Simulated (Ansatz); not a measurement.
Start from TiB$_{2}$ (space group P6/mmm, No. 191; a = 2.994 Å, c = 3.160 Å). Axes: x lies along a and z along c of the hexagonal cell.

Method: LDA, PAW, 420 eV (Ansatz, a quantum-chemistry and plane-wave program; no spin-orbit coupling).

Base values:

Shortest interatomic distance: 1.729 Å
Pressure: 0.0 GPa
Band gap: zero

Perturbation: uniaxial strain ε_xx = +0.50 %, all other strain components held at zero, atoms relaxed at fixed cell.

### Question
Predict the new energy relative to the base, shortest interatomic distance, pressure and band gap.

### Answer
The energy goes up by 0.4 meV/atom; the shortest interatomic distance hardly moves (1.729 Å against 1.730 Å); the pressure (mean of the normal stresses, compression positive) goes from zero to -1.5 GPa; the band gap stays zero.

The mesh was chosen for an insulator and is coarse for the gapless case. Without a gap, meshes like the base's 13×13×10 leave anisotropic stresses uncertain by several tenths of a GPa, and small strain energies with them. No phonon test of stability was made. All final runs are without spin polarisation.
